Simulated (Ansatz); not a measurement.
Consider CrCuO$_{2}$ (space group R-3m, No. 166; ferromagnetic).

```yaml
crystal:
  lattice:
    - [1.48189, 0.85557, 5.64014]
    - [-1.48189, 0.85557, 5.64014]
    - [0.00000, -1.71114, 5.64014]
  atoms:
    - { symbol: Cu, position: [0.00000, 0.00000, 0.00000] }
    - { symbol: Cr, position: [0.50000, 0.50000, 0.50000] }
    - { symbol: O, position: [0.10812, 0.10812, 0.10812] }
    - { symbol: O, position: [0.89188, 0.89188, 0.89188] }
```

Cartesian axes are those of the cell as printed.

The values are results of PBEsol/PAW in Ansatz (an electronic-structure program), no SOC, not measurements.

Strains are applied to the cell and any free atomic positions relax.

One change was made to it. Results:

The magnetic state remains ferromagnetic; the band gap shrinks by 0.31 eV, from 0.92 eV to 0.61 eV; the largest site moment drops by 0.07 μB, from 2.38 μB to 2.31 μB; the smallest direct gap shrinks by 0.21 eV (1.16 eV → 0.95 eV); the energy increases by 40 meV/atom.

**Question.** Which of these changes matches the shifts?
(A) isotropic strain −0.90 %
(B) strain tensor (xx, yy, zz, yz, xz, xy) = (+1.61, +1.09, −1.24, −0.65, +0.23, +1.30) %
(C) isotropic strain −2.53 %

**Answer.** C, isotropic strain −2.53 %. For comparison, the band gap in the other runs: strain tensor (xx, yy, zz, yz, xz, xy) = (+1.61, +1.09, −1.24, −0.65, +0.23, +1.30) % gives 0.97 eV; isotropic strain −0.90 % gives 0.81 eV.

Whether these cells are dynamically stable was not tested. No Hubbard U is applied and the magnetic state is the run's own (CrCuO2 ferromagnetic); other magnetic orders, which need larger cells, were not tried and can change the gap. Where the two band edges lie in opposite spin channels, the gap is a spin-flip gap.
